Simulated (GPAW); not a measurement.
## Sensitivity of a calculation on CdS (P6_3mc, 4 atoms in the cell) to its settings

```yaml
crystal:
  lattice:
    - [4.16884, 0.00000, 0.00000]
    - [-2.08442, 3.61032, 0.00000]
    - [0.00000, 0.00000, 6.77962]
  atoms:
    - { symbol: Cd, position: [0.66667, 0.33333, 0.50022] }
    - { symbol: Cd, position: [0.33333, 0.66667, 0.00022] }
    - { symbol: S, position: [0.66667, 0.33333, 0.87678] }
    - { symbol: S, position: [0.33333, 0.66667, 0.37678] }
```

Base run A: PBE, GPAW PAW datasets PBE (gpaw-data 1.0.1) in GPAW, self-consistent single point.

Its settings: mode = pw; ecut = 600 eV; xc = PBE; kpts = 9 9 5; mesh shift (steps) = 0 0 0; occupations.name = fermi-dirac; occupations.width = 0 eV; nbands = -4; convergence.density = 1e-05 e/electron; convergence.energy = 1e-05 eV/electron; convergence.bands = -2; symmetry.symmorphic = false; symmetry.tolerance = 0.0005; maxiter = 150.

The starting cell comes from a database of computed structures (which also holds hypothetical and non-ambient phases and stackings), without a prior relaxation at this level.

ΔF is the free energy per atom less that of run A. A dash stands where there is no value to compare (another energy zero or no entropy term, no result, no spin, no clean gap, or a mesh too coarse for one). Absolute energies have different zeros for different potentials, functionals, Hubbard and dispersion terms and are not compared across them.

Run A gave: pressure (GPa) 0.90; largest force (eV/Å) 0.003; k-points 36.

Runs:
- B: ecut: 600 eV → 360 eV
- C: convergence.density: 1e-05 e/electron → 0.0003 e/electron; convergence.energy: 1e-05 eV/electron → 3e-05 eV/electron; convergence.eigenstates: default → 3e-09
- D: symmetry.symmorphic: false → default; symmetry.tolerance: 0.0005 → default; symmetry: default → off
- E: kpts: 9 9 5 → 7 7 4
- F: lattice scaled by 0.985; ecut: 600 eV → 360 eV
- G: nbands: -4 → 18; convergence.bands: -2 → default
- H: occupations.name: fermi-dirac → methfessel-paxton; occupations.width: 0 eV → 0.5 eV; occupations.order: default → 0
- I: mixer.beta: default → 0.15
- J: mixer.beta: default → 0.05; mixer.weight: default → 20
- K: xc: PBE → TB09; potentials: GPAW PAW datasets LDA (gpaw-data 1.0.1) [TB09 (modified Becke-Johnson potential), GPAW PAW datasets LDA (gpaw-data 1.0.1)]

Task: What does run K change against A?

Result: The gap on the mesh goes from 1.143 to 2.651 eV.

| run | ΔF (meV/atom) | pressure (GPa) | largest force (eV/Å) | k-points |
|---|---|---|---|---|
| A | 0.00 | 0.90 | 0.003 | 36 |
| B | 114.8 | -1.75 | 0.004 | 36 |
| C | 0.00 | 0.90 | 0.004 | 36 |
| D | 0.00 | 0.90 | 0.003 | 405 |
| E | 0.20 | 0.90 | 0.003 | 24 |
| F | 131.0 | – | 0.001 | 36 |
| G | 0.00 | 0.90 | 0.004 | 36 |
| H | -0.07 | 0.90 | 0.003 | 36 |
| I | 0.00 | 0.89 | 0.003 | 36 |
| J | 0.00 | 0.90 | 0.003 | 36 |
| K | – | – | – | 36 |
